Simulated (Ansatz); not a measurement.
The parent structure is ZnO in the wurtzite structure (space group P6_3mc, No. 186; a = 3.280 Å, c = 5.294 Å). Axes: x lies along a and z along c of the hexagonal cell.

(Cell as relaxed with PBE.)

Levels (all Ansatz, an electronic-structure program, PAW, earlier PAW set): PBE (420 eV, no spin-orbit coupling); r2SCAN (500 eV, scalar-relativistic without spin-orbit coupling).

Each level relaxes its own structure.

| base | PBE | r2SCAN |
|---|---|---|
| volume per atom | 12.33 Å³ | 11.81 Å³ |
| lattice parameter a | 3.280 Å | 3.235 Å |
| band gap | 0.74 eV | 1.23 eV |

Perturbation: tensile biaxial strain of 2.06 % in the plane normal to [001], as in epitaxy on a mismatched substrate; the out-of-plane cell vector and the atoms relax.

```tsv
quantity	PBE	r2SCAN
pressure (mean of the normal stresses, compression positive)	-2.75 GPa	-2.91 GPa
band gap	0.75 eV	1.25 eV
ratio −ε⊥/ε∥	0.95	1.06
shortest interatomic distance	2.017 Å	1.986 Å
```

PBE's pressure lies 0.16 GPa above r2SCAN's; PBE's band gap lies 0.50 eV below r2SCAN's; PBE's ratio −ε⊥/ε∥ lies 0.11 below r2SCAN's; PBE's shortest interatomic distance lies 0.031 Å above r2SCAN's (1.6 %). Neither level is exact; r2SCAN is the comparison here, not a measurement.

Gaps are Kohn–Sham eigenvalue differences; semilocal functionals usually give less than the measured gap. No phonon test of stability was made.
